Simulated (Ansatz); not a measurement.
Strongest site found for NH3 on several surfaces, against NH3(g).

Host crystals: corundum, with a band gap; wurtzite GaN, with a band gap; monoclinic ZrO2, with a band gap (PBE, scalar-relativistic without spin-orbit coupling).

The numbers are results of PBE (plane waves to 420 eV, PAW; Ansatz, an electronic-structure program), not measurements.

Counted are starts at which the adsorbate stayed whole and on top. Thin slabs; no dispersion, zero-point or thermal terms; negative values mean binding.

```
surface, area an adsorbate                   bonded to  E_ads (eV)  shortest bond to the host (Å)
-------------------------------------------  ---------  ----------  -----------------------------
bcc Mo (110), 28 Å²                                 Mo       -0.78                           2.31
corundum (0001) (Al on top), 20 Å²                  Al       -1.00                              ?
monoclinic ZrO2 (100) (2 O on top), 28 Å²           Zr       -1.24                              ?
wurtzite GaN (10-10) (Ga + N on top), 34 Å²         Ga       -1.21                           2.08
bcc Ta (110), 31 Å²                                 Ta       -0.77                              ?
```

### Question
Some entries are withheld; supply them.

### Answer

- corundum (0001) (Al on top), 20 Å², shortest bond to the host (Å): 2.07
- monoclinic ZrO2 (100) (2 O on top), 28 Å², shortest bond to the host (Å): 2.39
- bcc Ta (110), 31 Å², shortest bond to the host (Å): 2.33
